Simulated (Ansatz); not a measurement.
## A computed series for YN: response to strain

The parent structure is YN in the rock salt structure (space group Fm-3m, No. 225; a = 4.9058 Å).

Strains are applied to the cell and any free atomic positions relax.

Computed with PBE, PAW, 420 eV (Ansatz, a first-principles code; scalar-relativistic without spin-orbit coupling).

Notes on the quantities. energy relative to the base: free energy F.

```tsv
variant	pressure	volume per atom	band gap	energy relative to the base
base	0.0 GPa	14.76 Å³	0.21 eV	0 meV/atom
isotropic strain −3.72 %	23.0 GPa	13.17 Å³	zero	+103 meV/atom
isotropic strain +0.55 %	-2.53 GPa	15.00 Å³	…	+2.0 meV/atom
isotropic strain +0.86 %	-3.88 GPa	15.14 Å³	…	…
```

Q: Fill in the withheld entries from the trend.

A: 
- isotropic strain +0.55 %, band gap: 0.24 eV
- isotropic strain +0.86 %, band gap: 0.25 eV
- isotropic strain +0.86 %, energy relative to the base: +4.8 meV/atom

A case with no gap was solved on a k-mesh chosen for an insulator, which is coarse for it. Stability against distortions was not tested. The final runs are not spin-polarised. The zero or small gap of YN can change with the level of theory.
